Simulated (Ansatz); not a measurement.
1T (CdI2-type) MgI2 was calculated with r²SCAN (Ansatz, a program for electronic structure, PAW).

Settings: plane-wave cutoff 600 eV, 12×12×6 k mesh (along the axes of the cell as run), finite displacements, scalar-relativistic PAW data made under PBE.

The cell has the measured lattice parameters. Conventional cell: a = 4.1537 Å, b = 4.1537 Å, c = 6.8620 Å, α = 90.00°, β = 90.00°, γ = 120.00°.

```xyz
3
Lattice="4.1537 0.0000 0.0000 -2.0769 3.5972 0.0000 0.0000 0.0000 6.8620" Properties=species:S:1:pos:R:3 pbc="T T T"
Mg     0.0000     0.0000     0.0000
I      2.0769     1.1991     5.1983
I      0.0000     2.3981     1.6637
```

Harmonic phonon frequencies (cm⁻¹; i marks an imaginary mode; at Γ without the LO shift):

```
q point                     frequencies
-------  ------------------------------
Γ           0 0 0 67 67 113 175 175 264
M        64 65 68 82 93 109 173 176 261
A        18 18 38 64 64 107 176 176 291
```

No imaginary mode appears at these points.

Note: the cell isn't this level's own, so it is under some stress, which shifts stiffness and frequencies.
